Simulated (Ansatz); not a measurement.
# Effect of tensor shear ε_xz = +0.57 % on Re

Consider Re in the hcp (Mg type) structure (space group P6_3/mmc, No. 194; a = 2.752 Å, c = 4.440 Å; relaxed with 0.1 eV smearing). Axes: x lies along a and z along c of the hexagonal cell.

It is then changed as follows: tensor shear ε_xz = +0.57 % (engineering shear γ = 0.0114); the atoms relax in the strained cell.

All numbers come from PBEsol (Ansatz, a program for electronic structure, PAW, without spin-orbit coupling). k-mesh 24×24×13 (Γ-centred); smearing 0.1 eV (Fermi–Dirac).

```tsv
quantity	base	changed	shift
volume per atom	14.56 Å³	14.56 Å³	0.00 Å³
space group	P6_3/mmc (No. 194)	C2/c (No. 15)	–
energy relative to the base (free energy F)	0 meV/atom	+1.0 meV/atom	+1.0 meV/atom
pressure (mean of the normal stresses, compression positive)	0.0 GPa	0.0 GPa	0.0 GPa
band gap	zero	zero	–
stress (xx, yy, zz, yz, xz, xy; compression positive)	–	(0.0, 0.0, 0.0, 0.0, -2.0, 0.0) GPa	–
```

Final structure:

```yaml
crystal:
  lattice:
    - [2.75189, 0.00000, 0.01569]
    - [-1.37595, 2.38321, -0.00784]
    - [0.02531, 0.00000, 4.44007]
  atoms:
    - { symbol: Re, position: [0.66667, 0.33333, 0.75000] }
    - { symbol: Re, position: [0.33333, 0.66667, 0.25000] }
```

Stability against distortions was not tested. The final runs are not spin-polarised.
